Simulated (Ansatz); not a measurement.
The starting structures come from a database of crystals and need not be the phases stable at ambient conditions.

 Where the default PAW files enter, the runs use the earlier of Ansatz's two default sets.

```
CELL_PARAMETERS angstrom
      5.27387     0.00000     0.00000
      0.00000     5.27387     0.00000
      2.63693    -2.63693     3.24322
ATOMIC_POSITIONS crystal
  Na 0.25000 0.25000 0.50000
  Na 0.75000 0.75000 0.50000
  H  0.77982 0.22018 0.00000
  H  0.22018 0.77982 0.00000
  H  0.77982 0.77982 0.00000
  H  0.22018 0.22018 0.00000
  Pd 0.00000 0.00000 0.00000
```

Space group of this cell: I4/mmm. The cell is taken as given.

Transport runs along the normal of the first two printed cell vectors, the (001) plane of the conventional cell.

The gap is the functional's own. No spin-orbit coupling. Mid-gap values are interpolated on the energy grid.

Q: Predict the band gap and the smallest decay constant κ at mid-gap from r2SCAN (Ansatz, a first-principles code).

A: Gap 2.56 eV on a 10×10×10 mesh; κ = 0.267 1/Å, at the zone centre.
